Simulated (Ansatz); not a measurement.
What biaxial strain +2.50 %, plane normal [111], relaxed out of plane does to KF

Take KF in the rock salt structure (space group Fm-3m, No. 225; a = 5.307 Å) as the base. Axes: x, y, z lie along the cube axes.

Perturbation: biaxial strain +2.50 %, plane normal [111], relaxed out of plane (Cartesian); in-plane vectors clamped, the third vector and the atoms free.

The values are results of DFT with PBEsol, PAW potentials and a 420 eV plane-wave cutoff in Ansatz (an electronic-structure program), no spin-orbit coupling, not measurements. k-mesh 11×11×11 (Γ-centred); smearing 0.05 eV (Fermi–Dirac).

The volume per atom rises by 0.48 Å³, from 18.68 Å³ to 19.16 Å³ and the space group changes from Fm-3m (No. 225) to R-3m (No. 166). The shortest interatomic distance goes up by 0.024 Å (2.653 Å → 2.677 Å) and the energy rises by 3.7 meV/atom. The pressure (mean of the normal stresses, compression positive) decreases by 8.2 kbar, from -0.1 kbar to -8.3 kbar and the band gap falls by 0.17 eV (6.15 eV → 5.98 eV). The gap character stays direct at Γ and the electron mass stays 0.54 mₑ (at Γ). The valence-band top at Γ (three highest levels, from the VBM) changes from 0.00, 0.00, 0.00 eV to 0.00, -0.04, -0.04 eV and the out-of-plane strain is -2.39 %. The ratio −ε⊥/ε∥ amounts to 0.96 and the mean in-plane stress (compression positive) amounts to -1.2 GPa.

Final structure (turned so that z lies along the plane normal):

```yaml
crystal:
  lattice:
    - [3.84627, 0.00000, 0.00000]
    - [1.92313, 3.33096, 0.00000]
    - [1.92313, -1.11032, 2.99054]
  atoms:
    - { symbol: K, position: [0.00000, 0.00000, 0.00000] }
    - { symbol: F, position: [0.00000, 0.50000, 0.50000] }
```

Masses are band curvatures over ±0.01 Å⁻¹ around the edge. Stability against distortions was not tested. k-point labels follow each cell's own Brillouin zone.
